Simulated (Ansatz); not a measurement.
The structure below was relaxed with PBEsol/PAW in Ansatz (an electronic-structure program), no spin-orbit coupling, at pressure 9 GPa.

```
CELL_PARAMETERS angstrom
      0.00000     2.62611     2.62611
      2.62611     0.00000     2.62611
      2.62611     2.62611     0.00000
ATOMIC_POSITIONS crystal
  Mg 0.00000 0.00000 0.00000
  Se 0.50000 0.50000 0.50000
```

Task: Find the space group and the Wyckoff positions.

Result: Space group Fm-3m (No. 225); a = 5.252 Å, b = 5.252 Å, c = 5.252 Å, α = 90.00°, β = 90.00°, γ = 90.00°

```
atom  site  symmetry       x       y       z
----  ----  --------  ------  ------  ------
Mg      4a      m-3m  0.0000  0.0000  0.0000
Se      4b      m-3m  0.5000  0.5000  0.5000
```

Load acts through the strain it causes; cell and atoms are relaxed under it. Whether these cells are dynamically stable was not tested. Competing high-pressure phases were not computed. The cell was made from MgSe in the rock salt structure (space group Fm-3m, No. 225) by this change: pressure 9 GPa.
